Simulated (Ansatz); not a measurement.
## Short convergence ladders for Ni₂Ge (P3m1, 6 atoms in the cell)

```xyz
6
Lattice="3.9917 0.0000 0.0000 -1.9959 3.4570 0.0000 0.0000 0.0000 5.0390" Properties=species:S:1:pos:R:3 pbc="T T T"
Ni     1.9959     1.1523     1.3097
Ni     0.0000     2.3046     3.7792
Ni     0.0000     0.0000     0.0000
Ni     0.0000     0.0000     2.5195
Ge     1.9959     1.1523     3.7792
Ge     0.0000     2.3046     1.2597
```

Base method: PBEsol, default PAW files made with PBE (plane waves; Ansatz, a program for electronic structure).

Base settings: basis.ecutwfc = 420 eV; kpoints.mp_grid.grid = 10 10 7; hamiltonian.xc = pbesol; hamiltonian.pseudopotentials = {kind: paw} (the program's default PAW files); scf.occupations.method = fermi_dirac; scf.occupations.width = 0.1 eV.

The count of work is k-points × plane waves × bands × iterations; it is no time. Core times come from one kind of shared machine, to one figure; runs under 30 s give none.

**The k-point mesh**

The second cell is the first with its lattice scaled by 0.98.

Only quantities that move along the ladder and can be compared are tabulated.

```tsv
kpoints.mp_grid.grid	free energy less the last step's (meV/atom)	energy of the compressed cell less the first (meV/atom)	pressure (GPa)	largest difference of a force vector from the last step's (eV/Å)	count of work / last
2 2 1	66.73	10.83	-3.75	0.061	0.0064
2 2 2	-113.12	-0.07	-6.06	0.039	0.011
3 3 2	-21.51	13.93	-3.01	0.036	0.017
5 5 3	-0.34	14.85	-2.77	0.011	0.034
6 6 4	-3.09	14.66	-2.81	0.002	0.068
8 8 5	0.73	15.28	-2.67	0.001	0.11
10 10 7	-0.15	15.08	-2.72	0.000	0.23
17 17 12	0.00	15.14	-2.70	0.000	1.0
```

Coarsest kpoints.mp_grid.grid that holds the forces within 0.005 eV/Å of the last step, with all finer ones: 6 6 4, at 0.068 of the last step's count of work; the step before is off by 0.011 eV/Å.

Coarsest kpoints.mp_grid.grid that holds the pressure within 0.5 GPa of the last step, with all finer ones: 3 3 2, at 0.017 of the last step's count of work; the step before is off by 3.4 GPa.

Coarsest kpoints.mp_grid.grid that holds the energy of the compressed cell less the first within 1 meV/atom of the last step, with all finer ones: 5 5 3, at 0.034 of the last step's count of work; the step before is off by 1.2 meV/atom.

The energy difference between the two cells stays within 1 meV/atom of the last step's from 5 5 3 on, the total only from 8 8 5 on: much of the error is common to both cells and cancels.

**The k-point mesh at a smearing width of 0.05 eV**

In this ladder: scf.occupations.width = 0.05 eV.

Only quantities that move along the ladder and can be compared are tabulated.

```tsv
kpoints.mp_grid.grid	free energy less the last step's (meV/atom)	pressure (GPa)	count of work / last	core time / last (rough)
4 4 3	15.73	-2.53	0.011	–
6 6 4	-4.23	-2.95	0.030	–
9 9 6	-0.55	-2.86	0.076	–
13 13 9	-0.15	-2.84	0.20	0.2
15 15 11	0.06	-2.84	0.32	0.3
23 23 16	0.00	-2.84	1.0	1
```

Coarsest kpoints.mp_grid.grid that holds the pressure within 0.2 GPa of the last step, with all finer ones: 6 6 4, at 0.030 of the last step's count of work; the step before is off by 0.31 GPa.

Coarsest kpoints.mp_grid.grid that holds the free energy within 1 meV/atom of the last step, with all finer ones: 9 9 6, at 0.076 of the last step's count of work; the step before is off by 4.2 meV/atom.

**The mesh under tetrahedron occupations**

In this ladder: scf.occupations.method = tetrahedron; scf.occupations.width = default.

Only quantities that move along the ladder and can be compared are tabulated.

| kpoints.mp_grid.grid | free energy less the last step's (meV/atom) | pressure (GPa) | largest difference of a force vector from the last step's (eV/Å) | count of work / last | core time / last (rough) |
|---|---|---|---|---|---|
| 4 4 3 | 7.18 | -2.73 | 0.020 | 0.013 | – |
| 6 6 4 | -6.02 | -2.90 | 0.004 | 0.035 | – |
| 9 9 7 | -0.73 | -2.91 | 0.002 | 0.099 | 0.1 |
| 14 14 10 | -0.30 | -2.91 | 0.002 | 0.30 | 0.3 |
| 22 22 15 | 0.00 | -2.90 | 0.000 | 1.0 | 1 |

Coarsest kpoints.mp_grid.grid that holds the pressure within 0.1 GPa of the last step, with all finer ones: 6 6 4, at 0.035 of the last step's count of work; the step before is off by 0.17 GPa.

Coarsest kpoints.mp_grid.grid that holds the free energy within 2 meV/atom of the last step, with all finer ones: 9 9 7, at 0.099 of the last step's count of work and about 0.1 of the last step's time; the step before is off by 6.0 meV/atom.

Coarsest kpoints.mp_grid.grid that holds the forces within 0.01 eV/Å of the last step, with all finer ones: 6 6 4, at 0.035 of the last step's count of work; the step before is off by 0.020 eV/Å.

On the base run: the starting cell comes from a database of computed structures (which also holds hypothetical and non-ambient phases and stackings), without a prior relaxation at this level. Its lattice was rescaled by up to half a per cent. One atom was moved a little off its site on purpose. Spin polarisation is off. Ansatz's pressure includes its estimate of the finite-basis (Pulay) stress.

Keys are those of Ansatz 0.2.
